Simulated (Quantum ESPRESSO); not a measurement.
## Habitual settings against a tight run: Si3N4 (Fd-3m, 14 atoms in the cell)

Self-consistent single point.

```yaml
crystal:
  lattice:
    - [0.00000, 4.03533, 4.03533]
    - [4.03533, 0.00000, 4.03533]
    - [4.03533, 4.03533, 0.00000]
  atoms:
    - { symbol: Si, position: [0.12500, 0.12500, 0.12500] }
    - { symbol: Si, position: [0.62500, 0.12500, 0.12500] }
    - { symbol: Si, position: [0.12500, 0.62500, 0.12500] }
    - { symbol: Si, position: [0.12500, 0.12500, 0.62500] }
    - { symbol: Si, position: [0.75000, 0.75000, 0.75000] }
    - { symbol: Si, position: [0.50000, 0.50000, 0.50000] }
    - { symbol: N, position: [0.36260, 0.36260, 0.36260] }
    - { symbol: N, position: [0.91220, 0.36260, 0.36260] }
    - { symbol: N, position: [0.36260, 0.91220, 0.36260] }
    - { symbol: N, position: [0.36260, 0.36260, 0.91220] }
    - { symbol: N, position: [0.88740, 0.88740, 0.88740] }
    - { symbol: N, position: [0.33780, 0.88740, 0.88740] }
    - { symbol: N, position: [0.88740, 0.33780, 0.88740] }
    - { symbol: N, position: [0.88740, 0.88740, 0.33780] }
```

Level of theory: PBE, GBRV 1.5 ultrasoft (PBE) pseudopotentials (plane waves; Quantum ESPRESSO 7.5).

Base settings: ecutwfc = 40 Ry; ecutrho = 200 Ry; occupations = smearing; smearing = fermi-dirac; degauss = 0.0073499 Ry; potentials = {Si: si_pbe_v1.uspp.F.UPF, N: n_pbe_v1.2.uspp.F.UPF}; K_POINTS = automatic 6 6 6 0 0 0; conv_thr = 1e-08 Ry.

Tight run (finer mesh or higher cutoff; not a proven limit): ecutwfc: 40 Ry → 56 Ry; ecutrho: 200 Ry → 280 Ry; conv_thr: 1e-08 Ry → 7.3e-11 Ry; K_POINTS: automatic 6 6 6 0 0 0 → automatic 9 9 9 0 0 0. It gave top of the valence band (on the code's own zero) 9.40 eV; gap on the k-point mesh 3.08 eV; pressure -21.46 GPa; largest force (vector length) 1.904 eV/Å.

Quick runs, as changes from the base:
- A: the base itself
- B: ecutwfc: 40 Ry → 28 Ry; ecutrho: 200 Ry → 140 Ry; smearing: fermi-dirac → gaussian; degauss: 0.0073499 Ry → 0.019992 Ry; K_POINTS: automatic 6 6 6 0 0 0 → automatic 4 4 4 0 0 0
- C: smearing: fermi-dirac → methfessel-paxton; degauss: 0.0073499 Ry → 0.019992 Ry; K_POINTS: automatic 6 6 6 0 0 0 → automatic 4 4 4 0 0 0
- D: ecutwfc: 40 Ry → 24 Ry; ecutrho: 200 Ry → 120 Ry; pseudopotentials: {Si: si_pbe_v1.uspp.F.UPF, N: n_pbe_v1.2.uspp.F.UPF} → {Si: si_lda_v1.uspp.F.UPF, N: n_lda_v1.2.uspp.F.UPF}; K_POINTS: automatic 6 6 6 0 0 0 → automatic 1 1 1 0 0 0 [LDA (PZ)]
- E: ecutwfc: 40 Ry → 20 Ry; ecutrho: 200 Ry → 100 Ry; smearing: fermi-dirac → methfessel-paxton; degauss: 0.0073499 Ry → 0.036749 Ry; K_POINTS: automatic 6 6 6 0 0 0 → automatic 8 8 8 0 0 0
- F: ecutwfc: 40 Ry → 24 Ry; ecutrho: 200 Ry → 120 Ry

Dashes: time of B, D, F, under 30 s; energy of D, another energy zero; gap of D, left out as unsure on this mesh or at this smearing.

Gaps are read on each run's own mesh, which may miss the band edges.

† marks runs with another functional, U, potentials or spin treatment: their distance from the tight run is not a convergence error alone.

The count of work is k-points × plane waves × bands × iterations; it is no time. Core times come from one kind of shared machine and are given to one figure; runs under 30 s give none.

The starting cell was generated: these elements placed on a structure prototype, without a prior relaxation; it need not be a known phase or ordering of this composition. Its lattice was rescaled by a random factor within 2.5 % of one. In the base run, with a pressure of about -21 GPa the cell is away from its equilibrium volume at this level. In the base run, forces exceed 1 eV/Å.

| run | energy less tight (meV/atom) | pressure less tight (GPa) | largest miss in a force vector (eV/Å) | gap on the mesh less tight (eV) | count of work / tight | core time / tight (rough) |
|---|---|---|---|---|---|---|
| A | 2.9 | 0.09 | 0.000 | 0.002 | 0.23 | 0.2 |
| B | 105.6 | -10.63 | 0.017 | -0.001 | 0.074 | – |
| C | 3.3 | 0.07 | 0.002 | 0.008 | 0.11 | 0.1 |
| D† | – | -28.35 | 0.970 | – | 0.0082 | – |
| E | 1036.6 | -57.53 | 0.167 | -0.103 | 0.16 | 0.1 |
| F | 358.3 | -27.17 | 0.084 | -0.043 | 0.11 | – |

Among the runs at the tight run's level, the energy misses run from 2.9 to 1036.6 meV/atom.
